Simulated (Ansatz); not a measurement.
An Ansatz (a quantum-chemistry and plane-wave program) run: Al with a change (isotropic strain +2.50 %); Ansatz PBE, spin-orbit coupling left out.

Input:

Ansatz 0.2 input:
```yaml
crystal:
  lattice:
    - [0, 2.0711379083, 2.0711379083]
    - [2.0711379083, 0, 2.0711379083]
    - [2.0711379083, 2.0711379083, 0]
  atoms:
    - { symbol: Al, position: [0, 0, 0] }
basis: { ecutwfc: 420, ecutrho_ratio: 4, xc_grid: 2, fft_grid_basis: typed }
kpoints: { mp_grid: { grid: [28, 28, 28] } }
hamiltonian:
  xc: pbe
  dispersion: none
  pseudopotentials: { kind: paw }
scf: { occupations: { method: fermi_dirac, width: 0.1 }, convergence: { dr2_threshold: 0.0000000001 } }
relax: { f_tol: 0.005, max_steps: 50 }
output: { forces: true, stress: true }
checkpoint: { write: state.ck, write_every: 1000 }
```

Output (explanatory and most iteration lines left out):

```
Relaxation: its limit of steps is 50 (relax.max_steps)
Pseudopotential: Al, paw, valence charge 3
Crystal: 1 atoms, lattice volume = 17.769 Å³
Basis set: ecut = 420 eV, 331 PW (Γ), exchange–correlation on 40×40×40 points (8 copies of the dense FFT grid, shifted against one another)
Bands: 6, of which v1, the nominal top of the filled ones, is band 2 counted from 1 (1 counted from 0)
Symmetry: 48 space group operations
Space group: Fm-3m (ITA 225), of the structure as read, at distance tolerance 2.6e-5 Å
k-points: 624 of 21952
Functional: x = pbe(κ = 0.804, μ = 0.2195149727645171), c = pbe(β = 0.06672455060314922)
SCF iter   1: F=—  HF=-537.488287 eV  |F-HF|=—  |Δ(HF+E_count)|=         —  Δρ=3.93e-4  dr2=1.08e-5  ethr=1.77e-3  ⟨swp⟩=4.7  Hψ=31937  notcnv=0
SCF iter   2: F=—  HF=-537.488338 eV  |F-HF|=—  |Δ(HF+E_count)|=   5.16e-5  Δρ=2.01e-4  dr2=2.85e-6  ethr=3.61e-7  ⟨swp⟩=2.0  Hψ=9666  notcnv=0
SCF 1 converged in 6 iterations: F = -537.488346 eV  dr2 = 8.37e-13
relax step   1: F+E_penalty+E_count = -537.48834589 eV  Δ(F+E_penalty+E_count) = +0.000e0 eV  max|allowed force component| = 0.000e0 eV/Å  Δτ_max = 0.0000 Å  (6 SCF iters, accepted)
SCF converged after 6 iterations
Free energy (F): -537.488346 eV
Internal energy: -537.473699 eV  (E = F + TS)
E sigma→0 (E₀):  -537.481023 eV
Entropy (-TS):   -0.014646 eV (-14.646 meV/atom)
Fermi energy:    7.186993 eV
--- Forces (eV/Å), atoms counted from 1 ---
  atom   1  Al     0.00000000     0.00000000    -0.00000000
--- Stress (GPa, compression-positive) ---
       -4.829147      -0.000000      -0.000000
       -0.000000      -4.829147      -0.000000
       -0.000000       0.000000      -4.829147
  P = ⅓ Tr σ = -4.8291 GPa (-48.291 kbar)
--- Relaxed structure (1 steps of the walk, 1 accepted, 0 SCFs on fresh bases) ---
  atoms:
    - { symbol: Al, position: [0.0, 0.0, 0.0] }
```

Whether these cells are dynamically stable was not tested. The cell was made from Al in the fcc (Cu type) structure (space group Fm-3m, No. 225) by this change: isotropic strain +2.50 %.
